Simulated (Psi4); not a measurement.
Psi4 1.11, M06-L/def2-svp: CC1(C)C=C[Si@@H]1[SiH3], 19 atoms. The geometry is a generated start, not checked to be a minimum at this level.

```
Item                                                     Result
-------------------------------  ------------------------------
task                                                   gradient
method                                                    m06-l
basis                                                  def2-svp
memory                                                     7 GB
scf_type                                           df (default)
guess                            auto, which took SAD (default)
diis_max_vecs                                      10 (default)
scf_initial_accelerator                         adiis (default)
e_convergence                                   1e-08 (default)
d_convergence                                   1e-08 (default)
basis functions (reference run)                             166
grid points (reference run)                             3390479
```

```xyz
19

C     -1.8753     1.0535    -0.4120
C     -0.7394     0.0291    -0.3374
C     -1.1275    -1.1694     0.5283
C     -0.1762    -0.3759    -1.7379
C      1.0939     0.0832    -1.6692
Si     0.9592     0.8119     0.0340
Si     2.2545    -0.1707     1.6050
H     -2.7860     0.5917    -0.8116
H     -2.1174     1.4493     0.5815
H     -1.6344     1.9031    -1.0624
H     -2.0455    -1.6357     0.1507
H     -1.3189    -0.8670     1.5645
H     -0.3585    -1.9506     0.5384
H     -0.6834    -0.9044    -2.5529
H      1.9119     0.0510    -2.3855
H      0.9591     2.3017     0.0066
H      2.2131    -1.6551     1.5108
H      3.6754     0.2538     1.4779
H      1.7954     0.2006     2.9712
```

Yardstick: the run with dft_radial_points = 200, dft_spherical_points = 974, dft_pruning_scheme = none (default), which is not proven converged either. Each setting ran once; only counts and results are compared.

Settings tried, all else as in the reference:
- dft_radial_points = 75 (default), dft_spherical_points = 302 (default)
- dft_radial_points = 150, dft_spherical_points = 770
- dft_radial_points = 75 (default), dft_spherical_points = 434
- dft_radial_points = 99, dft_spherical_points = 590, dft_pruning_scheme = treutler
- dft_radial_points = 25, dft_spherical_points = 50
- dft_radial_points = 75 (default), dft_spherical_points = 302 (default), dft_pruning_scheme = robust
- dft_radial_points = 99, dft_spherical_points = 590, dft_pruning_scheme = robust
- dft_radial_points = 50, dft_spherical_points = 194
- dft_radial_points = 75 (default), dft_spherical_points = 302 (default), dft_pruning_scheme = treutler
- dft_radial_points = 99, dft_spherical_points = 590
- dft_radial_points = 35, dft_spherical_points = 110

Task: Which of these stay within 1.0 meV/atom in energy, 10 meV/Å in forces (largest component) of the reference run?

Result: Within it: dft_radial_points = 99, dft_spherical_points = 590, dft_pruning_scheme = robust; dft_radial_points = 99, dft_spherical_points = 590; dft_radial_points = 150, dft_spherical_points = 770. Outside: dft_radial_points = 75 (default), dft_spherical_points = 434; dft_radial_points = 75 (default), dft_spherical_points = 302 (default); dft_radial_points = 75 (default), dft_spherical_points = 302 (default), dft_pruning_scheme = robust; dft_radial_points = 50, dft_spherical_points = 194; dft_radial_points = 75 (default), dft_spherical_points = 302 (default), dft_pruning_scheme = treutler; dft_radial_points = 99, dft_spherical_points = 590, dft_pruning_scheme = treutler; dft_radial_points = 35, dft_spherical_points = 110; dft_radial_points = 25, dft_spherical_points = 50.

| setting | grid points | energy against the reference | difference in forces (largest component) |
|---|---|---|---|
| the reference | 3390479 | — | — |
| dft_radial_points = 99, dft_spherical_points = 590, dft_pruning_scheme = robust | 713613 | −0.011 meV/atom | 2.8 meV/Å |
| dft_radial_points = 99, dft_spherical_points = 590 | 1027071 | −0.0076 meV/atom | 3.6 meV/Å |
| dft_radial_points = 150, dft_spherical_points = 770 | 2024082 | −0.0098 meV/atom | 3.8 meV/Å |
| dft_radial_points = 75 (default), dft_spherical_points = 434 | 575554 | +0.072 meV/atom | 23 meV/Å |
| dft_radial_points = 75 (default), dft_spherical_points = 302 (default) | 400709 | +0.048 meV/atom | 23 meV/Å |
| dft_radial_points = 75 (default), dft_spherical_points = 302 (default), dft_pruning_scheme = robust | 272755 | +0.038 meV/atom | 24 meV/Å |
| dft_radial_points = 50, dft_spherical_points = 194 | 174621 | −3.6 meV/atom | 83 meV/Å |
| dft_radial_points = 75 (default), dft_spherical_points = 302 (default), dft_pruning_scheme = treutler | 217579 | +0.65 meV/atom | 100 meV/Å |
| dft_radial_points = 99, dft_spherical_points = 590, dft_pruning_scheme = treutler | 527109 | +0.79 meV/atom | 100 meV/Å |
| dft_radial_points = 35, dft_spherical_points = 110 | 69658 | −48 meV/atom | 200 meV/Å |
| dft_radial_points = 25, dft_spherical_points = 50 | 22700 | +67 meV/atom | 610 meV/Å |

Total energies are compared; such shifts often cancel in part in energy differences. The gradients leave out the derivatives of the grid weights. The tolerance is a choice made for this comparison.
